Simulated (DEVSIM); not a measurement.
**Schottky contact on p-type Ge**

Device: Schottky contact on p-type Ge, at 400 K.

| layer (left to right) | material | thickness (μm) | Na (cm⁻³) | τn (s) | τp (s) |
|---|---|---|---|---|---|
| 1 | Ge | 3.80 | 1.7e15 | 5.3e-5 | 5.3e-5 |
| 2 | Ge | 20.0 | 6.8e17 | 5.3e-5 | 5.3e-5 |

Left contact: Schottky, work function 4.414 eV, emission velocity 5.8e6 cm/s. Right contact: ohmic. Voltage is applied to the left contact. Recombination: SRH at mid-gap. Mobility is constant in doping.

The device is made up for the run: typed textbook-type constants, with dimensions and the other settings drawn at random. Values at 300 K; Nc and Nv go as T^1.5, mobilities as T to minus their exponent, the gap by Varshni's rule with the affinity fixed.

```tsv
parameter	Ge
gap (eV)	0.664
affinity (eV)	4
permittivity	16
Nc (cm⁻³)	1.04e19
Nv (cm⁻³)	6e18
μn (cm²/Vs)	3900
μp (cm²/Vs)	1900
T exponent of μn	1.66
T exponent of μp	2.33
Varshni α (eV/K)	0.000477
Varshni β (K)	235
```

DEVSIM, 1D drift-diffusion, Boltzmann statistics, complete ionisation; no tunnelling, impact ionisation, image-force lowering or self-heating. Metal contacts follow the ideal Schottky-Mott rule: no Fermi-level pinning, no interface dipoles.

```json
{
 "potential_step_across_the_device_at_zero_bias": "0.120 V",
 "Dark forward voltage at 100 A/cm²": "0.072 V"
}
```

Dark reverse current:

```json
[
 {"V (V)": "0.10", "J (A/cm²)": "88"},
 {"V (V)": "0.25", "J (A/cm²)": "200"},
 {"V (V)": "0.50", "J (A/cm²)": "390"},
 {"V (V)": "0.75", "J (A/cm²)": "580"},
 {"V (V)": "1.00", "J (A/cm²)": "770"},
 {"V (V)": "1.50", "J (A/cm²)": "1200"},
 {"V (V)": "2.00", "J (A/cm²)": "1500"},
 {"V (V)": "2.50", "J (A/cm²)": "1900"},
 {"V (V)": "3.25", "J (A/cm²)": "2500"}
]
```

Dark forward current:

```
V (V)  J (A/cm²)
-----  ---------
-0.05        -66
-0.10       -170
-0.15       -350
-0.20       -650
-0.25      -1100
-0.30      -1600
-0.35      -1900
-0.40      -2100
```
